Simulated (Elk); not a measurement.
Band structure of PrS (Fm-3m, 2 atoms in the cell).

```
CELL_PARAMETERS angstrom
      0.00000     2.90359     2.90359
      2.90359     0.00000     2.90359
      2.90359     2.90359     0.00000
ATOMIC_POSITIONS crystal
  Pr 0.00000 0.00000 0.00000
  S  0.50000 0.50000 0.50000
```
Moments meant for the start (each program seeds them in its own way; μB, in the order of the atoms Pr S): 2.0 0.0.

Method of the run: PBEsol, all-electron FP-LAPW, Elk's shipped species files, APW+lo basis with extra local orbitals in Elk.

Settings: xctype = 22; spinpol = true; rgkmax = 7.5; stype = 0; swidth = 0.00499791 Ha; ngridk = 13 13 13; reducebf = 0.7; gmaxvr = 14 1/bohr; nxlo = 2; lorbcnd = true; lmaxi = 3; nempty = 10 per atom; maxscl = 100; bfcmt = [[0.0, 0.0, -2.0], [0.0, 0.0, 0.0]].

The starting cell comes from a database of computed structures (which also holds hypothetical and non-ambient phases and stackings), without a prior relaxation at this level. Spin-orbit coupling is off. With one magnetic atom in the cell only a parallel order is possible. With U or open f shells several self-consistent states can exist. The f electrons are in the valence without U or exact exchange, which can misplace them near the Fermi level. Spin-orbit terms, which matter for f shells, are left out. Values depend on the basis (sphere radii, cutoffs, local orbitals), which need not be converged.

Levels in eV from the Fermi level, bands 5 to 12 of the first spin channel:
```json
[
 {"point": "Γ", "5": "-13.75", "6": "-2.96", "7": "-2.96", "8": "-2.96", "9": "0.79", "10": "0.79", "11": "0.79", "12": "1.10"},
 {"point": "X", "5": "-13.53", "6": "-3.62", "7": "-3.10", "8": "-3.10", "9": "-1.28", "10": "1.40", "11": "1.48", "12": "1.50"},
 {"point": "W", "5": "-13.08", "6": "-4.43", "7": "-3.61", "8": "-3.61", "9": "0.79", "10": "0.79", "11": "1.47", "12": "1.49"},
 {"point": "K", "5": "-13.11", "6": "-4.22", "7": "-3.74", "8": "-3.66", "9": "0.02", "10": "1.28", "11": "1.44", "12": "1.47"},
 {"point": "L", "5": "-12.35", "6": "-5.55", "7": "-4.38", "8": "-4.37", "9": "1.03", "10": "1.32", "11": "1.36", "12": "1.47"},
 {"point": "U", "5": "-13.11", "6": "-4.22", "7": "-3.74", "8": "-3.66", "9": "0.02", "10": "1.29", "11": "1.43", "12": "1.47"}
]
```

Bands cross the Fermi level along this path, so the cell is metallic at this level.

The net moment of the cell came out as 2.47 μB.
